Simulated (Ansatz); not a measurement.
Where the default PAW files enter, the runs use the earlier of Ansatz's two default sets.

## Evanescent states of Ga2O3 (R-3c, corundum, 10 atoms a cell, 9.7 Å³ an atom) along the normal of (100)

Calculation: r2SCAN (plane waves, PAW; Ansatz, a quantum-chemistry and plane-wave program).

No gap correction and no spin-orbit coupling; mid-gap values are interpolated between computed energies.

Energies count from the valence-band top; κ is the least over a 6×4 mesh across the current.

```csv
E (eV),κ (1/Å),where
0.09,0.124,off Γ
0.26,0.187,off Γ
0.42,0.219,off Γ
0.59,0.235,Γ
0.77,0.243,Γ
0.94,0.249,Γ
1.10,0.253,Γ
1.27,0.256,Γ
1.45,0.256,Γ
1.61,0.255,Γ
1.78,0.252,Γ
1.96,0.248,Γ
2.12,0.241,Γ
2.29,0.233,Γ
2.46,0.222,Γ
2.63,0.208,Γ
2.81,0.192,Γ
2.98,0.171,Γ
3.15,0.143,Γ
3.31,0.105,Γ
3.48,0.026,Γ
```

Task: How thick must the barrier be to attenuate the transmission by 10^4 when the electrodes' Fermi level lies at 0.09 eV, and what attenuation does that film give at 1.10 eV?

Result: d = 4 ln 10 / (2 × 0.124) = 37.1 Å. At 1.10 eV it gives 4 × 0.253/0.124 = 8.2 decades.
